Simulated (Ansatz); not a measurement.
Consider CdSe in the wurtzite structure (space group P6_3mc, No. 186).

```yaml
crystal:
  lattice:
    - [4.30206, 0.00000, 0.00000]
    - [-2.15103, 3.72569, 0.00000]
    - [0.00000, 0.00000, 7.02135]
  atoms:
    - { symbol: Cd, position: [0.66667, 0.33333, 0.00046] }
    - { symbol: Cd, position: [0.33333, 0.66667, 0.50046] }
    - { symbol: Se, position: [0.66667, 0.33333, 0.62474] }
    - { symbol: Se, position: [0.33333, 0.66667, 0.12474] }
```

Cartesian axes are those of the cell as printed.

Method: DFT with PBEsol, PAW potentials and a 420 eV plane-wave cutoff in Ansatz (a program for electronic structure), spin-orbit coupling left out, earlier PAW set.

Strains are applied to the cell and any free atomic positions relax.

One change was made to it. Results:

```
quantity                           base     after
-----------------------------  --------  --------
band gap                        0.54 eV   0.49 eV
shortest interatomic distance  263.3 pm  262.9 pm
```

**Question.** Which of these changes matches the shifts?
A) isotropic strain −2.84 %
B) tensor shear ε_xy = −1.35 %
C) tensor shear ε_xy = −2.92 %

**Answer.** B, tensor shear ε_xy = −1.35 %. For comparison, the band gap in the other runs: isotropic strain −2.84 % gives 0.72 eV; tensor shear ε_xy = −2.92 % gives 0.42 eV.

Whether these cells are dynamically stable was not tested.
